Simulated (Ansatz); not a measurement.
Start from Mg$_{2}$Ge in the anti-fluorite structure (space group Fm-3m, No. 225; a = 6.3644 Å).

Computed with PBEsol in Ansatz (plane waves to 420 eV, PAW, spin-orbit coupling left out).

For the base:

```
Property     Value
--------  --------
Pressure  0.00 GPa
```

Now apply this change: every lattice vector is shortened by 1.00 %, atoms relaxed at fixed cell.

How does this affect the energy relative to the base and pressure?

The energy increases by 3.3 meV/atom; the pressure goes from zero to 1.68 GPa.

The cells carry an imposed strain or load. No phonon test of stability was made.

Ansatz is an electronic-structure program.
